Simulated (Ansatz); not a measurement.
GeS (model structure, started from the 6H type, P6₃mc, No. 186, 12 atoms in the cell), treated with PBEsol (Ansatz, a program for electronic structure, plane waves, PAW).

Settings: plane-wave cutoff 520 eV, 18×18×4 k mesh (along the axes of the cell as run), Fermi–Dirac smearing 0.05 eV, scalar-relativistic PAW data made under PBE.

Cell (relaxed at this level):

```
GeS
1.0
    4.54405     0.00000     0.00000
   -2.27202     3.93526     0.00000
    0.00000     0.00000    15.28914
Ge S
6 6
Direct
  0.00000   0.00000   0.01960
  0.00000   0.00000   0.51960
  0.66667   0.33333   0.84391
  0.33333   0.66667   0.34391
  0.66667   0.33333   0.18655
  0.33333   0.66667   0.68655
  0.00000   0.00000   0.85979
  0.00000   0.00000   0.35979
  0.66667   0.33333   0.68440
  0.33333   0.66667   0.18440
  0.66667   0.33333   0.02945
  0.33333   0.66667   0.52945
```

**Question.** Predict the band gap, smallest direct gap on the k points sampled and direct gap at Γ.

**Answer.** 
- band gap = 0.59 eV (indirect)
- smallest direct gap on the k points sampled = 1.34 eV
- direct gap at Γ = 1.77 eV

Note: the relaxation could raise the start's symmetry but not lower it, so the cell can be a saddle point.

Spin–orbit coupling is not included.

Static lattice: no zero-point or thermal effects.

It cost about 8 core-minutes (a rough figure) of CPU time.

A model structure was made by putting elements into a prototype or built by hand; it is no filed structure, need not be a known phase, and can be a saddle point held by its symmetry.
